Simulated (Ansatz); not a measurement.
The cell holds a phase that need not be the ambient bulk phase of that material.

System: interface of Ti fcc (111) and Ti hcp (0001), in-plane lattice of the first; relaxed on a coarser mesh with the in-plane cell held.

```yaml
crystal:
  lattice:
    - [2.90800, 0.00000, 0.00000]
    - [-1.45400, 2.51841, 0.00000]
    - [0.00000, 0.00000, 44.86434]
  atoms:
    - { symbol: Ti, position: [0.00000, 0.00000, 0.01722] }
    - { symbol: Ti, position: [0.33333, 0.66667, 0.06982] }
    - { symbol: Ti, position: [0.66667, 0.33333, 0.12271] }
    - { symbol: Ti, position: [0.00000, 0.00000, 0.17564] }
    - { symbol: Ti, position: [0.33333, 0.66667, 0.22857] }
    - { symbol: Ti, position: [0.66667, 0.33333, 0.28149] }
    - { symbol: Ti, position: [0.00000, 0.00000, 0.33442] }
    - { symbol: Ti, position: [0.33333, 0.66667, 0.38737] }
    - { symbol: Ti, position: [0.66667, 0.33333, 0.44045] }
    - { symbol: Ti, position: [0.00000, 0.00000, 0.49332] }
    - { symbol: Ti, position: [0.33333, 0.66667, 0.54587] }
    - { symbol: Ti, position: [0.00000, 0.00000, 0.59843] }
    - { symbol: Ti, position: [0.33333, 0.66667, 0.65070] }
    - { symbol: Ti, position: [0.00000, 0.00000, 0.70297] }
    - { symbol: Ti, position: [0.33333, 0.66667, 0.75524] }
    - { symbol: Ti, position: [0.00000, 0.00000, 0.80751] }
    - { symbol: Ti, position: [0.33333, 0.66667, 0.85978] }
    - { symbol: Ti, position: [0.00000, 0.00000, 0.91222] }
    - { symbol: Ti, position: [0.33333, 0.66667, 0.96456] }
```

The resistance of the junction is A R = A (h/e²)[1/T − 1/(2N₁) − 1/(2N₂)] a spin, with T the transmission and N₁, N₂ the leads' channels in a cell of area A; the spins conduct in parallel.

Values are means of three energies within 0.05 eV of the Fermi level, on a potential converged at a Fermi-Dirac width of 0.05 eV. Resistances leave out the leads' Sharvin resistance. Spin-orbit coupling is left out.

**Question.** Compute, with PBE (Ansatz, a first-principles code), the specific resistance of the junction and the share of channels that pass.

**Answer.** AR = 0.73 × 10⁻¹⁵ Ω m²; 79 % of the channels of the narrower lead pass.
